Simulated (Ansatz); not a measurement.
Take GaSb in the rock salt structure (space group Fm-3m, No. 225; a = 5.801 Å; a hypothetical phase, not in the database extracts checked; relaxed with 0.1 eV smearing) as the base. Axes: x, y, z lie along the cube axes.

(Cell as relaxed with PBE.)

Levels (all Ansatz, a quantum-chemistry and plane-wave program, PAW): PBE (420 eV, without spin-orbit coupling); PBEsol (420 eV, scalar-relativistic without spin-orbit coupling).

Each level relaxes its own structure.

| base | PBE | PBEsol |
|---|---|---|
| volume per atom | 24.40 Å³ | 23.14 Å³ |
| lattice parameter a | 580.1 pm | 569.9 pm |
| band gap | zero | zero |

The change: uniaxial stress, 0.5 GPa compression along z, with the cell and atoms free to relax against it.

| quantity | PBE | PBEsol |
|---|---|---|
| energy relative to the base (free energy F) | +0.2 meV/atom | +0.1 meV/atom |
| strain response (xx, yy, zz) | (+0.09, +0.09, −0.48) % | (+0.08, +0.08, −0.42) % |
| band gap | zero | zero |

The two agree on the band gap. Neither level is exact; PBEsol is the comparison here, not a measurement.

Beyond what the load breaks, stability against distortions was not tested. All final runs are without spin polarisation.
